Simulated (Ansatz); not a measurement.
The starting structures come from a database of crystals and need not be the phases stable at ambient conditions.

By PBEsol, the system below comes out a metal.

Data:

```xyz
10
Lattice="5.3341 0.0000 0.0000 0.0000 5.3341 0.0000 0.0000 0.0000 3.5866" Properties=species:S:1:pos:R:3 pbc="T T T"
Y      2.6671     2.6671     0.0000
Y      0.0000     0.0000     0.0000
B      0.7275     3.3946     1.7933
B      4.6066     1.9395     1.7933
B      1.9395     0.7275     1.7933
B      3.3946     4.6066     1.7933
C      1.8019     4.4689     1.7933
C      3.5323     0.8652     1.7933
C      0.8652     1.8019     1.7933
C      4.4689     3.5323     1.7933
```

Space group of this cell: P4/mbm. The cell is taken as given; by PBEsol its mean pressure is -2.7 GPa.

The current flows along the normal of the first two printed cell vectors, the (001) plane of the conventional cell. No spin-orbit coupling; the value is a mean over 0.1 eV about the Fermi level.

### Question
Compute, with PBEsol (Ansatz, a first-principles code), the ballistic conductance per area.

### Answer
0.57 × 10¹⁵ S/m² for both spins.
